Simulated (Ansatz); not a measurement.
Consider BaZrO$_{3}$ in the cubic perovskite structure (space group Pm-3m, No. 221; a = 4.1806 Å).

Level of theory: Ansatz (a quantum-chemistry and plane-wave program) PBEsol, scalar-relativistic without spin-orbit coupling.

Base values:

| Item | Result |
|---|---|
| Volume per atom | 14.61 Å³ |

Perturbation: a negative pressure, −2 GPa.

Task: How does this affect the volume per atom?

Result: The volume per atom increases by 0.19 Å³, from 14.61 Å³ to 14.80 Å³.

Load acts through the strain it causes; cell and atoms are relaxed under it. Stability against distortions was not tested.
